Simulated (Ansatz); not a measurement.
The starting structures come from a database of crystals and need not be the phases stable at ambient conditions.

By PBEsol, the system below comes out a metal.

Here is the system:

```xyz
1
Lattice="4.6118 0.0000 0.0000 -2.3059 3.9939 0.0000 2.3059 1.3313 1.6402" Properties=species:S:1:pos:R:3 pbc="T T T"
Te     0.0000     2.6626     0.8201
```

Space group of this cell: R-3m. The cell is strained (lengths along the current scaled by 0.97, ions clamped); by PBEsol its mean pressure is 1.3 GPa.

The current flows along the normal of the first two printed cell vectors, the (001) (indices of the unstrained crystal) plane of the conventional cell. No spin-orbit coupling; the value is a mean over 0.1 eV about the Fermi level.

**Question.** Compute, with PBEsol (Ansatz, an electronic-structure program), the ballistic conductance per area.

**Answer.** 1.1 × 10¹⁵ S/m² for both spins.
